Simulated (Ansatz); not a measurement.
C, pressure series

Take C in the graphite type structure (space group P6_3/mmc, No. 194; layered, stacked along the Cartesian z axis) as the base.

```cif
data_C4
_chemical_formula_sum 'C4'
_space_group_name_H-M_alt 'P63/mmc'
_space_group_IT_number 194
_space_group_name_Hall '-P 6c 2c'
_cell_length_a 2.46498
_cell_length_b 2.46498
_cell_length_c 6.72886
_cell_angle_alpha 90.000
_cell_angle_beta 90.000
_cell_angle_gamma 120.000
loop_
_atom_site_label
_atom_site_type_symbol
_atom_site_symmetry_multiplicity
_atom_site_Wyckoff_symbol
_atom_site_fract_x
_atom_site_fract_y
_atom_site_fract_z
_atom_site_occupancy
C1 C 2 b 0.00000 0.00000 0.25000 1
C2 C 2 c 0.33333 0.66667 0.25000 1
```

Cell and atoms are relaxed at each pressure.

Level of theory: PBE-D3(BJ) (Ansatz, a first-principles code), no spin-orbit coupling, earlier PAW set.

| pressure (GPa) | volume per atom (Å³/atom) |
|---|---|
| -1 | 9.209 |
| 0 | 8.852 |
| 0.3 | 8.777 |
| 0.7 | 8.683 |
| 1.5 | 8.525 |
| 3 | 8.292 |
| 5 | 8.060 |
| 7.5 | ? |
| 10 | 7.650 |

**Question.** Fit the third-order Birch–Murnaghan form P(V) = (3B₀/2)[(V₀/V)^(7/3) − (V₀/V)^(5/3)]·[1 + (3/4)(B₀′ − 4)((V₀/V)^(2/3) − 1)] (squares taken in P) to the rows shown and predict the withheld row.

**Answer.** Least squares on the printed values gives V₀ = 8.853 Å³/atom, B₀ = 32.1 GPa, B₀′ = 11.7; this predicts 7.832 Å³/atom, and the run gives 7.833 Å³/atom, in agreement.

Measured bulk modulus of C: 33.8 GPa (room temperature; as listed in Wengen Ouyang et al., Journal of Chemical Theory and Computation (2019)); the computed value is for a static lattice, so the two differ by thermal effects too.

The mesh was chosen for an insulator and is coarse for the gapless case. Load acts through the strain it causes; cell and atoms are relaxed under it. Stability against distortions was not tested. Competing high-pressure phases were not computed.
